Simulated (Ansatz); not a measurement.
Start from MgO in the rock salt structure (space group Fm-3m, No. 225; a = 4.215 Å). Axes: x, y, z lie along the cube axes.

The values are results of Ansatz (an electronic-structure program), PBEsol, PAW, cutoff 420 eV, no spin-orbit coupling, earlier PAW set, not measurements.

For the base:

```
Item                                 Value
---------------------  -------------------
Valence-band top at Γ  0.00, 0.00, 0.00 eV
Pressure                          0.00 GPa
```

The change: biaxial strain +0.71 %, plane normal [001], relaxed out of plane (Cartesian); in-plane vectors clamped, the third vector and the atoms free.

### Question
What does the calculation give for the valence-band top at Γ, pressure and out-of-plane strain after the change?

### Answer
The valence-band top at Γ (three highest levels, from the VBM) becomes 0.00, 0.00, -0.03 eV (base: 0.00, 0.00, 0.00 eV); the pressure (mean of the normal stresses, compression positive) goes from zero to -1.48 GPa; the out-of-plane strain comes out as -0.43 %.

The levels and masses belong to the bands next to the band gap. Whether these cells are dynamically stable was not tested.
